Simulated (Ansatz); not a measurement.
## Hypothetical anti-perovskite Mg3SnO, pressure series

Base system: Mg$_{3}$SnO in the anti-perovskite structure (space group Pm-3m, No. 221; a = 4.391 Å; a hypothetical phase, not in the database extracts checked).

Cell and atoms are relaxed at each pressure.

Level of theory: PBE (Ansatz, a program for electronic structure; PAW; 420 eV plane waves; without spin-orbit coupling).

Notes on the quantities. enthalpy: H = E + PV relative to the base's energy.

```
variant                enthalpy  shortest interatomic distance
----------------  -------------  -----------------------------
base                          –                        2.195 Å
pressure −2 GPa   -0.21 eV/atom                        2.218 Å
pressure −1 GPa   -0.11 eV/atom                        2.206 Å
pressure 0.3 GPa  +0.03 eV/atom                        2.192 Å
pressure 0.7 GPa  +0.07 eV/atom                        2.188 Å
pressure 1.5 GPa  +0.16 eV/atom                        2.180 Å
pressure 3 GPa    +0.31 eV/atom                        2.167 Å
pressure 5 GPa    +0.51 eV/atom                        2.150 Å
pressure 7.5 GPa  +0.76 eV/atom                        2.131 Å
pressure 10 GPa   +0.99 eV/atom                        2.114 Å
```

Load acts through the strain it causes; cell and atoms are relaxed under it. Stability against distortions was not tested. Competing high-pressure phases were not computed. The final runs are not spin-polarised.
